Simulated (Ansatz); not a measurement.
Cd(OH)2 (P-3m1, No. 164; cell taken from a computed entry), treated with LDA (Ansatz, a program for electronic structure, plane waves, PAW).

Run with plane-wave cutoff 500 eV, 18×18×8 k mesh (along the axes of the cell as run), gaussian smearing 0.02 eV, scalar-relativistic PAW data made under PBE.

Cell (relaxed at this level):

Space group P-3m1 (No. 164); a = 3.4519 Å, b = 3.4519 Å, c = 4.4410 Å, α = 90.00°, β = 90.00°, γ = 120.00°

```csv
atom,site,symmetry,x,y,z
Cd,1a,-3m.,0.0000,0.0000,0.0000
H,2d,3m.,0.3333,0.6667,0.4668
O,2d,3m.,0.3333,0.6667,0.2461
```

**Question.** What does this level give for the band gap?

**Answer.** 
- band gap: 1.60 eV (on the SCF k mesh)

Note: the relaxation could not lower the start's symmetry, so the cell can be a saddle point above a distorted one.

Spin–orbit coupling is not included.

Static lattice: no zero-point or thermal effects.
